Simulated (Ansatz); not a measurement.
**ScGeCN (model structure, started from the AlSiCN type, P3m1, No. 156, 4 atoms in the cell)**

All values below come from r²SCAN+SOC in Ansatz (plane waves, PAW).

Numerical settings: plane-wave cutoff 560 eV, 12×12×6 k mesh (along the axes of the cell as run), Fermi–Dirac smearing 0.01 eV, PAW data made under PBE.

Cell (relaxed with PBEsol):

```yaml
crystal:
  lattice:
    - [3.37867, 0.00000, 0.00000]
    - [-1.68933, 2.92601, 0.00000]
    - [0.00000, 0.00000, 5.28916]
  atoms:
    - { symbol: Sc, position: [0.33333, 0.66667, 0.52616] }
    - { symbol: Ge, position: [0.66667, 0.33333, 0.99924] }
    - { symbol: C, position: [0.33333, 0.66667, 0.09269] }
    - { symbol: N, position: [0.66667, 0.33333, 0.63190] }
```

```yaml
band_gap: 2.64 eV (indirect)
smallest_direct_gap_on_the_k_points_sampled: 2.74 eV
"Γ–Γ gap": 2.97 eV
```

Note: the relaxation could raise the start's symmetry but not lower it, so the cell can be a saddle point; cell and atoms aren't relaxed at this level (largest force component 0.19 eV/Å, pressure 1.6 GPa).

Computed values are for the static lattice.

Cost on a shared machine: around 110 core-seconds (rough).

A model structure was made by putting elements into a prototype or built by hand; it is no filed structure, need not be a known phase, and can be a saddle point held by its symmetry.

Ansatz is a first-principles code.
